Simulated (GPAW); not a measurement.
Input and output of a self-consistent single point for CrO₂ (Pnnm, 6 atoms in the cell) (GPAW).

Computed with PBEsol+U, GPAW PAW datasets PBEsol (made by gpaw-setup) (plane waves; GPAW).

```
CELL_PARAMETERS angstrom
      4.44805     0.00000     0.00000
      0.00000     4.52924     0.00000
      0.00000     0.00000     2.98596
ATOMIC_POSITIONS crystal
  Cr 0.50000 0.50000 0.50000
  Cr 0.00000 0.00000 0.00000
  O  0.79297 0.18982 0.50000
  O  0.20703 0.81018 0.50000
  O  0.29297 0.31018 0.00000
  O  0.70703 0.68982 0.00000
```
Moments meant for the start (each program seeds them in its own way; μB, in the order of the atoms Cr Cr O O O O): 3.0 3.0 0.0 0.0 0.0 0.0.

Reference input (self-consistent single point, DFT PBEsol, plane waves, GPAW PAW datasets PBEsol (made by gpaw-setup)): spinpol = true; mode = pw; ecut = 900 eV; xc = PBEsol; kpts = 4 4 5; mesh shift (steps) = 0 0 0; occupations.name = methfessel-paxton; occupations.width = 0.272 eV; occupations.order = 0; nbands = -12; convergence.forces = 0.001 eV/Å; symmetry.symmorphic = false. This run's input differs from it in these lines:

```diff
@@ -21,2 +21,3 @@
             xc='PBEsol',
+            setups={'Cr': ':d,4.0'},
             kpts={'size': (4, 4, 5), 'gamma': True},
```

Log, with long lists cut:

```
     iter     time        total  log10-change:         magmom
                         energy   eigst   dens  force
iter:   1 --:--:--   -49.586662                          +5.9684
iter:   2 --:--:--   -49.443572   -0.95  -0.92           +4.5905
iter:   3 --:--:--   -47.966505   -0.99  -0.99           +3.9523
iter:   4 --:--:--   -48.038855   -2.32  -1.35           +4.0930
iter:   5 --:--:--   -48.331379   -1.62  -1.30           +4.0843
iter:   6 --:--:--   -48.114105   -2.43  -1.71           +4.0245
iter:   7 --:--:--   -48.118996   -2.31  -1.87           +4.0298
iter:   8 --:--:--   -48.131123c  -3.55  -2.62           +4.0038
   [... lines left out ...]
iter: 120 --:--:--   -48.217704c  -7.12  -4.69c          +4.0000

Did not converge!

Here are some tips:

1) Make sure the geometry and spin-state is physically sound.
2) Use less aggressive density mixing.
3) Solve the eigenvalue problem more accurately at each scf-step.
4) Use a smoother distribution function for the occupation numbers.
5) Try adding more empty states.
6) Use enough k-points.
7) Don't let your structure optimization algorithm take too large steps.
8) Solve the Poisson equation more accurately.
9) Better initial guess for the wave functions.

See details here:

    https://gpaw.readthedocs.io/documentation/convergence.html
Traceback (most recent call last):
   [... frames left out ...]
gpaw.KohnShamConvergenceError: Did not converge!  See text output for help.
```

The run ended unconverged after 120 iterations. 

The starting cell comes from a database of computed structures (which also holds hypothetical and non-ambient phases and stackings), without a prior relaxation at this level.

Cost on one core of a shared machine: roughly 7 min.
